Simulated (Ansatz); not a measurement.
# FeNi3: pressure series

Consider FeNi3 in the Cu3Au type structure (space group Pm-3m, No. 221; a = 3.544 Å; ferromagnetic).

Cell and atoms are relaxed at each pressure.

All numbers come from Kohn–Sham DFT with the PBE functional, run in Ansatz (a quantum-chemistry and plane-wave program) with PAW and 420 eV plane waves, no spin-orbit coupling.

Notes on the quantities. enthalpy: H = E + PV relative to the base's energy.

```
change                 enthalpy  volume per atom
----------------  -------------  ---------------
base                          –         11.13 Å³
pressure −2 GPa   -0.14 eV/atom         11.25 Å³
pressure −1 GPa   -0.07 eV/atom         11.19 Å³
pressure 0.3 GPa  +0.02 eV/atom         11.11 Å³
pressure 0.7 GPa  +0.05 eV/atom         11.09 Å³
pressure 1.5 GPa  +0.10 eV/atom         11.05 Å³
pressure 3 GPa    +0.21 eV/atom         10.97 Å³
pressure 5 GPa    +0.34 eV/atom         10.87 Å³
pressure 7.5 GPa  +0.51 eV/atom         10.75 Å³
pressure 10 GPa   +0.68 eV/atom         10.63 Å³
```

Other magnetic orders, which the real material may have, were not ruled out. Load acts through the strain it causes; cell and atoms are relaxed under it. Whether these cells are dynamically stable was not tested. Competing high-pressure phases were not computed.
